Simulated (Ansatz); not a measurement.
**A self-consistent single point of Cs (Im-3m, 1 atom in the cell) with Ansatz (an electronic-structure program)**

Method: PBEsol, default PAW files made with PBE (plane waves; Ansatz).

Input as run:

Ansatz 0.2 input:
```yaml
crystal:
  lattice:
    - [-3.034750, 3.034750, 3.034750]
    - [3.034750, -3.034750, 3.034750]
    - [3.034750, 3.034750, -3.034750]
  atoms:
    - { symbol: Cs, position: [0.000000, 0.000000, 0.000000] }
basis:
  ecutwfc: 30.9 Ry
kpoints:
  mp_grid:
    grid: [8, 8, 8]
hamiltonian:
  xc: pbesol
  pseudopotentials:
    kind: paw
scf:
  occupations:
    method: gaussian
    width: 0.0073 Ry
output:
  forces: true
  eigenvalues: true
  stress: true
```

Output, abridged:

```
WARN ansatz: RAYON_NUM_THREADS=1 ignored (pool sized by the plan → 1); use --threads N
Pseudopotentials: kind: paw
Pseudopotential: Cs, paw, valence charge 9
Crystal: 1 atoms, lattice volume = 111.797 Å³
Basis set: ecut = 420.4159175005146 eV, 2171 PW (Γ), exchange–correlation on 72×72×72 points (8 copies of the dense FFT grid, shifted against one another)
Bands: 9, of which v1, the nominal top of the filled ones, is band 5 counted from 1 (4 counted from 0)
Symmetry: 48 space group operations
Space group: Im-3m (ITA 229), of the structure as read, at distance tolerance 4.8e-5 Å
k-points: 29 of 512
PAW frozen core: Cs, regenerated for the run's functional, and the local potential with it
Initial density: superposition of atomic densities (neutral atoms: chi_scale 0, normalization atom), corrected by the library's trained network
Initial wavefunctions: pseudopotential atomic-orbital guess
Eigensolver: davidson
Functional: x = pbesol(κ = 0.804, μ = 0.12345679012345678), c = pbesol(β = 0.046)
SCF iter   1: F=—  HF=-5585.792586 eV  |F-HF|=—  |Δ(HF+E_count)|=         —  Δρ=4.92e-4  dr2=2.64e-4  ethr=1.77e-3  ⟨swp⟩=6.0  Hψ=2137  notcnv=0
all-band conjugate gradients solve this SCF's bands
preconditioner: auto → Kerker (q_TF=auto, 1.793 Å⁻¹)
SCF iter   2: F=—  HF=-5585.792916 eV  |F-HF|=—  |Δ(HF+E_count)|=   3.30e-4  Δρ=3.01e-4  dr2=1.23e-4  ethr=2.93e-6  ⟨swp⟩=2.3  Hψ=634  notcnv=0
SCF iter   3: F=—  HF=-5585.792969 eV  |F-HF|=—  |Δ(HF+E_count)|=   5.35e-5  Δρ=8.12e-5  dr2=8.97e-6  ethr=1.36e-6  ⟨swp⟩=2.0  Hψ=385  notcnv=0
SCF iter   4: F=—  HF=-5585.792969 eV  |F-HF|=—  |Δ(HF+E_count)|=   1.30e-7  Δρ=3.40e-5  dr2=3.36e-6  ethr=9.97e-8  ⟨swp⟩=2.0  Hψ=383  notcnv=0
SCF iter   5: F=—  HF=-5585.792969 eV  |F-HF|=—  |Δ(HF+E_count)|=   1.56e-7  Δρ=1.40e-5  dr2=2.22e-7  ethr=3.73e-8  ⟨swp⟩=2.3  Hψ=364  notcnv=0
SCF iter   6: F=-5585.792969 eV  HF=-5585.792969 eV  |F-HF|=2.06e-9  |Δ(HF+E_count)|=   5.11e-8  Δρ=1.70e-6  dr2=3.08e-9  ethr=1.11e-9  ⟨swp⟩=5.7  Hψ=1346  notcnv=0
SCF 1 converged in 6 iterations: F = -5585.792969 eV  dr2 = 3.08e-9
SCF converged after 6 iterations
Free energy (F): -5585.792969 eV
Harris-Foulkes:  -5585.792969 eV  (|F-HF|=2.06e-9)
Internal energy: -5585.782896 eV  (E = F + TS)
E sigma→0 (E₀):  -5585.787933 eV
Entropy (-TS):   -0.010074 eV (-10.074 meV/atom)
Fermi energy:    2.275393 eV
--- Per-component energies (eV) ---
  E_band       = -91.483341
  E_kinetic    = 140.914768
  E_local      = -389.614032  (includes V_loc(G=0)·N_el)
  E_nonlocal   = 31.285106
  E_hartree    = 135.999522
  E_xc         = -171.262016
  E_vxc        = -124.220330  (∫ρ·V_xc dr)
  E_paw        = -4983.576015  (= ΣΔE_a)
  E_vpaw       = -21.846973  (= ΣTr[D̂ρ^β])
  E_aug_tail   = -0.000001  (compensation charges beyond the density's cutoff)
  E_ewald      = -349.674388
  E_core_change = 0.144160  (= ΣΔE_core)
  E_smearing   = -0.010074  (= −TS)
  E_closure    = 0.000000  (closes the sum)
  Σ components = -5585.792969   (vs F -5585.792969, Δ=0.00e0)
--- Forces (eV/Å), atoms counted from 1 ---
  atom   1  Cs     0.00000000    -0.00000000     0.00000000
  max |Σ_I F_I| component: 6.06e-32 eV/Å
--- Stress (GPa, compression-positive) ---
       -0.055071       0.000000      -0.000000
       -0.000000      -0.055071      -0.000000
       -0.000000       0.000000      -0.055071
  P = ⅓ Tr σ = -0.0551 GPa (-0.551 kbar)
  The stress holds the Pulay correction. Without it, at fixed plane waves, as pw.x and ABINIT print it: P = -0.0553 GPa
--- Band table (eV; the first three rows and the last of 29) ---
  k-point 0: bands = ["-21.5664", "-8.2773", "-8.2773", "-8.2773", "0.5546", "4.7830", "4.7830", "4.7830", "5.6775"]
  k-point 1: bands = ["-21.5653", "-8.3005", "-8.2848", "-8.2774", "0.7313", "4.5917", "4.5994", "4.9593", "5.4567"]
  k-point 2: bands = ["-21.5626", "-8.3552", "-8.3027", "-8.2775", "1.2191", "4.0075", "4.2620", "5.4759", "5.5154"]
  k-point 28: bands = ["-21.5528", "-8.3856", "-8.3856", "-8.3856", "2.9037", "2.9037", "5.3201", "5.3201", "5.3201"]
```

The run converged in 6 iterations.

The starting cell has typed, rounded lattice constants, without a prior relaxation at this level. Its lattice was rescaled by up to half a per cent. Ansatz's pressure includes its estimate of the finite-basis (Pulay) stress.
